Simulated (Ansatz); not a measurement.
Consider interstitial Mg in wurtzite AlN, charge state +2. Level of theory: HSE06, atoms relaxed with HSE06 at the PBE lattice, PAW (plane waves to 420 eV; Ansatz, a first-principles code).

Cell of 72 host sites held at the relaxed PBE lattice; a 2×2×2 k-point mesh shifted by half a step along c; Fermi-Dirac width 0.01 eV, spin-restricted; finite-size errors left in. Energies are static. The charge state is imposed; whether it is stable for some Fermi level was not computed. Sites that were not tried may lie lower.

A. one Mg atom jumps by itself; the atom moves 2.55 Å along (-0.81, -0.81, 0.00) of the unit cell; the moving atom starts with neighbours 2 Al at 2.39, Al at 2.43, 2 Al at 2.51; N at 1.94, 2 N at 2.15, 2 N at 2.23 Å and ends with 2 Al at 2.39, Al at 2.43, 2 Al at 2.51; N at 1.94, 2 N at 2.15, 2 N at 2.23 Å; saddle order not checked, on a symmetry element.
B. several atoms move together, Mg the farthest; the atom moves 2.48 Å along (0.13, 0.06, -0.49) of the unit cell; the moving atom starts with neighbours 2 Al at 2.39, Al at 2.43, 2 Al at 2.51; N at 1.94, 2 N at 2.15, 2 N at 2.23 Å and ends with 3 Al at 2.29, 3 Al at 2.53; 3 N at 2.01, 3 N at 2.32 Å; saddle order not checked, on a symmetry element.

A band can be held on a symmetry element, so unchecked saddle points there may be too high.

Problem. Put the candidates in order of forward barrier, lowest first, for HSE06, atoms relaxed with HSE06 at the PBE lattice, PAW.

Solution. A (1.43 eV), B (2.88 eV)
